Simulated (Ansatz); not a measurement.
The starting structures come from a database of crystals and need not be the phases stable at ambient conditions.

Inside the gap of an insulator the Bloch states are evanescent, with a wavenumber k + iκ along the transport direction.

Here is the system:

```
CELL_PARAMETERS angstrom
      5.73615     0.00000     0.00000
      0.00000     8.25418     0.00000
      0.00000     0.00000     5.95376
ATOMIC_POSITIONS crystal
  La 0.98406 0.25000 0.94613
  La 0.01594 0.75000 0.05387
  La 0.48406 0.75000 0.55387
  La 0.51594 0.25000 0.44613
  In 0.50000 0.00000 0.00000
  In 0.00000 0.00000 0.50000
  In 0.00000 0.50000 0.50000
  In 0.50000 0.50000 0.00000
  O  0.38531 0.25000 0.04590
  O  0.61469 0.75000 0.95410
  O  0.88531 0.75000 0.45410
  O  0.11469 0.25000 0.54590
  O  0.80397 0.06071 0.19846
  O  0.19603 0.93929 0.80154
  O  0.30397 0.93929 0.30154
  O  0.69603 0.06071 0.69846
  O  0.69603 0.43929 0.69846
  O  0.30397 0.56071 0.30154
  O  0.19603 0.56071 0.80154
  O  0.80397 0.43929 0.19846
```

The cell is taken as given.

Transport runs along the normal of the first two printed cell vectors.

The gap is the functional's own, uncorrected, and κ follows it; spin-orbit coupling is left out. Mid-gap means the computed energy nearest the middle.

Problem. Estimate the band gap and the smallest decay constant κ at mid-gap that r2SCAN in Ansatz (a program for electronic structure) returns for this system.

Solution. Gap 3.48 eV on a 6×4×6 mesh; κ = 0.314 1/Å, at the zone centre.
